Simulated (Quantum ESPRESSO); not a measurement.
# How far to go with the plane-wave cutoff: SnSe₂ (P3m1, 3 atoms in the cell)

```
CELL_PARAMETERS angstrom
      3.79857     0.00000     0.00000
     -1.89928     3.28966     0.00000
      0.00000     0.00000     6.12158
ATOMIC_POSITIONS crystal
  Sn 0.00000 0.00000 0.00817
  Se 0.33333 0.66667 0.25000
  Se 0.66667 0.33333 0.75000
```

Method of the run: LDA (PZ), GBRV 1.5 ultrasoft (LDA) pseudopotentials (plane waves; Quantum ESPRESSO).

Base settings: ecutwfc = 40 Ry; ecutrho = 200 Ry; occupations = smearing; smearing = fermi-dirac; degauss = 0.0036749 Ry; potentials = {Sn: sn_lda_v1.4.uspp.F.UPF, Se: se_lda_v1.uspp.F.UPF}; K_POINTS = automatic 3 3 2 0 0 0; conv_thr = 1e-11 Ry; mixing_beta = 0.4.

Moved along: ecutrho.

The second cell is the first with its lattice scaled by 0.98.

The mesh stays at the base's, so the ladder's end is converged at best in this setting alone.

Only quantities that move along the ladder and can be compared are tabulated; the gap is left out on so coarse a mesh.

The count of work is k-points × plane waves × bands × iterations; it is no time. Core times come from one kind of shared machine, to one figure; runs under 30 s give none.

The starting cell has typed, rounded lattice constants, without a prior relaxation at this level. Its lattice was rescaled by up to half a per cent. One atom was moved a little off its site on purpose.

```tsv
ecutwfc	free energy less the last step's (meV/atom)	energy of the compressed cell less the first (meV/atom)	pressure (GPa)	largest difference of a force vector from the last step's (eV/Å)	count of work / last	core time / last (rough)
14 Ry	1381.20	25.95	-11.23	0.141	0.059	–
16 Ry	1172.84	48.53	0.69	0.010	0.070	–
20 Ry	980.98	64.58	-3.93	0.031	0.089	–
22 Ry	804.46	47.66	-6.31	0.025	0.11	–
24 Ry	606.94	45.82	-7.09	0.010	0.13	–
32 Ry	111.57	50.14	-0.48	0.004	0.18	–
36 Ry	63.99	49.50	2.11	0.003	0.21	–
40 Ry	59.54	49.32	2.61	0.002	0.25	–
44 Ry	53.22	49.48	2.13	0.001	0.29	–
48 Ry	38.28	49.12	1.81	0.001	0.36	–
54 Ry	17.18	49.27	2.12	0.001	0.43	0.5
70 Ry	7.98	49.25	2.53	0.000	0.63	0.8
96 Ry	0.00	49.27	2.64	0.000	1.0	1
```

Coarsest ecutwfc that holds the energy of the compressed cell less the first within 1 meV/atom of the last step, with all finer ones: 32 Ry, at 0.18 of the last step's count of work; the step before is off by 3.5 meV/atom.

Coarsest ecutwfc that holds the forces within 0.02 eV/Å of the last step, with all finer ones: 24 Ry, at 0.13 of the last step's count of work; the step before is off by 0.025 eV/Å.

Coarsest ecutwfc that holds the free energy within 5 meV/atom: not settled: the last two steps still differ by 8.0 meV/atom, over half the tolerance, so the ladder does not show it.

At the lowest cutoff the pressure lies 13.9 GPa under the last step's, the usual sign of Pulay stress in an incomplete plane-wave basis.
